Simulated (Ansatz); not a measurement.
The starting structures come from a database of crystals and need not be the phases stable at ambient conditions.

Inside the gap of an insulator the Bloch states are evanescent, with a wavenumber k + iκ along the transport direction.

Here is the system:

```yaml
crystal:
  lattice:
    - [4.20360, 0.00000, 0.00000]
    - [-2.10180, 3.64043, 0.00000]
    - [2.10180, 1.21348, 3.43223]
  atoms:
    - { symbol: Mg, position: [0.00000, 0.00000, 0.00000] }
    - { symbol: Te, position: [0.00000, 0.50000, 0.50000] }
```

Space group of this cell: Fm-3m, rock salt. The cell is taken as given; by PBEsol its mean pressure is -1.0 GPa.

Transport runs along the normal of the first two printed cell vectors, the (111) plane of the conventional cell.

No gap correction and no spin-orbit coupling; mid-gap values are interpolated between computed energies.

Give the band gap and the smallest decay constant κ at mid-gap that PBEsol in Ansatz (an electronic-structure program) yields.

Gap 0.44 eV on a 10×10×10 mesh; κ = 0.073 1/Å, at the zone centre.
